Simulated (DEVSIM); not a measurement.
System: Ti/Al2O3/SiO2/p-Si capacitor, at 400 K.

| layer (left to right) | material | thickness (nm) | Na (cm⁻³) |
|---|---|---|---|
| 1 | Al2O3 | 13.0 | - |
| 2 | SiO2 | 0.830 | - |
| 3 | Si | 4400 | 8.5e15 |

Metal gate on the left, work function 4.33 eV. Fixed charge at the semiconductor interface 1.1e10 cm⁻² (in units of +e); no interface traps.

This is a model device: material constants are rounded textbook-type values typed into the input, and sizes, dopings and lifetimes were drawn at random. Values at 300 K; Nc and Nv go as T^1.5, mobilities as T to minus their exponent, the gap by Varshni's rule with the affinity fixed.

```tsv
parameter	Al2O3	SiO2	Si
gap (eV)	6.8	9	1.124
affinity (eV)	1.35	0.9	4.05
permittivity	9	3.9	11.7
Nc (cm⁻³)	-	-	2.86e19
Nv (cm⁻³)	-	-	3.1e19
Varshni α (eV/K)	-	-	0.000473
Varshni β (K)	-	-	636
```

Model (solved in DEVSIM): 1D Poisson equation in equilibrium, Boltzmann statistics, complete ionisation; no quantum confinement or tunnelling. Metal contacts follow the ideal Schottky-Mott rule: no Fermi-level pinning, no interface dipoles.

Tabulate band edges, carrier densities and field at -0.1 V on the gate.

Energies count from the Fermi level of the right contact; mesh points crowd at the junctions.

```tsv
x (μm)	Ec (eV)	Ev (eV)	n (cm⁻³)	p (cm⁻³)	field (V/cm)
0.000	3.080	-3.720	< 1e2	< 1e2	36000
0.001503	3.085	-3.715	< 1e2	< 1e2	36000
0.004762	3.097	-3.703	< 1e2	< 1e2	36000
0.009478	3.114	-3.686	< 1e2	< 1e2	36000
0.01255	3.125	-3.675	< 1e2	< 1e2	36000
0.01341	3.580	-5.420	< 1e2	< 1e2	83000
0.01419	0.435	-0.661	1.5e14	2.2e11	29000
0.01765	0.445	-0.651	1.1e14	3.0e11	29000
0.02511	0.466	-0.630	5.9e13	5.5e11	28000
0.04269	0.514	-0.583	1.5e13	2.2e12	26000
0.08511	0.611	-0.486	8.9e11	3.6e13	20000
0.2498	0.782	-0.314	6.2e9	5.2e15	3000
0.5849	0.799	-0.298	3.8e9	8.5e15	≈ 0
1.441	0.799	-0.298	3.8e9	8.5e15	≈ 0
3.370	0.799	-0.298	3.8e9	8.5e15	≈ 0
3.982	0.799	-0.298	3.8e9	8.5e15	≈ 0
4.236	0.799	-0.298	3.8e9	8.5e15	≈ 0
4.341	0.799	-0.298	3.8e9	8.5e15	≈ 0
4.392	0.799	-0.298	3.8e9	8.5e15	≈ 0
4.406	0.799	-0.298	3.8e9	8.5e15	≈ 0
4.411	0.799	-0.298	3.8e9	8.5e15	≈ 0
4.414	0.799	-0.298	3.8e9	8.5e15	≈ 0
```
